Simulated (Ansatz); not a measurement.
Rock-salt LaTe, treated with r²SCAN in Ansatz (plane waves, PAW).

Run with plane-wave cutoff 560 eV, 14×14×14 k mesh, Fermi–Dirac smearing 0.05 eV, scalar-relativistic PAW data made under PBE.

Cell (relaxed at this level):

```xyz
2
Lattice="0.0000 3.2479 3.2479 3.2479 0.0000 3.2479 3.2479 3.2479 0.0000" Properties=species:S:1:pos:R:3 pbc="T T T"
La     0.0000     0.0000     0.0000
Te     3.2479     3.2479     3.2479
```

### Question
What does this level give for the bulk modulus B0?

### Answer

- bulk modulus B0 = 57.7 GPa

The run finds no gap.

Note: the bulk modulus is −V dP/dV from two relaxed cells at ±2 % in volume.

Spin–orbit coupling is not included; it can open a gap where bands touch, and shift volumes and moduli.

Static lattice: no zero-point or thermal effects.

Ansatz is a first-principles code.
